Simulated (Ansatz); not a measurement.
For C (model structure, Imma, No. 74, 8 atoms in the cell), LDA (Ansatz, an electronic-structure program, PAW) gives:

- bulk modulus B0 = 148 GPa
- cohesive energy = 8.58 eV/atom

Problem. What does r²SCAN (Ansatz, plane waves, PAW) give for the same quantities?

Solution. 
- bulk modulus: 143 GPa (falls by 3.4 %)
- cohesive energy: 7.21 eV/atom (drops by 1.37 eV/atom)

Changes are worked out from the printed values.

Unless a cell is named, each level is at its own relaxed cell (LDA 7.46, r²SCAN 7.74 Å³/atom).

Caveats: the bulk modulus is −V dP/dV from two relaxed cells at ±2 % in volume (LDA, r²SCAN). Ansatz's density-functional and Hartree–Fock values are scalar-relativistic unless marked +SOC, with PAW data made under PBE.

A model structure was made by putting elements into a prototype or built by hand; it is no filed structure, need not be a known phase, and can be a saddle point held by its symmetry.
